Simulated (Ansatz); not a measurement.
Response to strain in CaMnO3

Take CaMnO3 in the cubic perovskite structure (space group Pm-3m, No. 221; a = 3.719 Å; ferromagnetic; a cell from a computed database, its experimental status unchecked) as the base. Axes: x, y, z lie along the cube axes.

Strains are applied to the cell and any free atomic positions relax; under biaxial strain the out-of-plane vector relaxes too.

Level of theory: PBEsol (Ansatz, a quantum-chemistry and plane-wave program; PAW; 420 eV plane waves; scalar-relativistic without spin-orbit coupling).

Notes on the quantities. pressure: mean of the normal stresses, compression positive; energy relative to the base: free energy F.

```json
[
 {"variant": "base", "shortest interatomic distance": "1.859 Å", "pressure": "0.0 GPa", "energy relative to the base": "0 meV/atom", "largest site moment": "2.28 μB"},
 {"variant": "biaxial strain −3.96 %, plane normal [001], relaxed out of plane", "shortest interatomic distance": "1.786 Å", "pressure": "13.8 GPa", "energy relative to the base": "+48 meV/atom", "largest site moment": "2.17 μB"},
 {"variant": "isotropic strain −4.59 %", "shortest interatomic distance": "1.774 Å", "pressure": "36.2 GPa", "energy relative to the base": "+137 meV/atom", "largest site moment": "1.98 μB"},
 {"variant": "isotropic strain +2.69 %", "shortest interatomic distance": "1.909 Å", "pressure": "-12.9 GPa", "energy relative to the base": "+37 meV/atom", "largest site moment": "2.38 μB"},
 {"variant": "uniaxial strain ε_yy = −3.97 %", "shortest interatomic distance": "1.785 Å", "pressure": "9.2 GPa", "energy relative to the base": "+21 meV/atom", "largest site moment": "2.19 μB"}
]
```

Whether these cells are dynamically stable was not tested. No Hubbard U is applied and the magnetic state is the run's own (CaMnO3 ferromagnetic); other magnetic orders, which need larger cells, were not tried and can change the gap. Many cubic perovskites are stable only at high temperature; tilts and polar distortions were not tested.
